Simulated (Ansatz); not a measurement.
Start from TiAl$_{3}$ (space group I4/mmm, No. 139; a = 3.816 Å, c = 8.551 Å).

Computed with Ansatz (a program for electronic structure) PBEsol, without spin-orbit coupling.

For the base:

The lattice parameter a comes out as 3.816 Å and the c/a ratio is 2.241.

One thing is altered: every Ti is replaced by Si; the structure is relaxed again.

Tabulated Pauling electronegativity and covalent radius: Ti 1.54, 1.60 Å; Si 1.90, 1.11 Å.

Task: What does the calculation give for the lattice parameter a after the change?

Result: The lattice parameter a rises by 0.125 Å to 3.941 Å.

Task: How does this affect the c/a ratio?

Result: The c/a ratio falls by 0.2114 to 2.029.

No phonon test of stability was made. As relaxed here, Al3Si is a hypothetical phase, not in the database extracts checked. All final runs are without spin polarisation. An odd electron count without spin: Al3Si and TiAl3.
